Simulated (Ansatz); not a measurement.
**PdGe₂ (model structure, started from the C54 type, Fddd, No. 70, 6 atoms in the cell): properties by level of theory**

```csv
level (code),volume per atom (Å³/atom),formation enthalpy (eV/atom)
PBE (Ansatz),17.22,[?]
PBEsol (Ansatz),[?],-0.116
PBE-D3(BJ) (Ansatz),16.49,-0.115
```

Q: What belongs in the gaps?

A: 
- PBE (Ansatz, a quantum-chemistry and plane-wave program), formation enthalpy (eV/atom): -0.072
- PBEsol (Ansatz), volume per atom (Å³/atom): 16.37

Ansatz's density-functional and Hartree–Fock values are scalar-relativistic unless marked +SOC, with PAW data made under PBE.

The computed numbers hold no vibrational or temperature effects.

A model structure was made by putting elements into a prototype or built by hand; it is no filed structure, need not be a known phase, and can be a saddle point held by its symmetry.
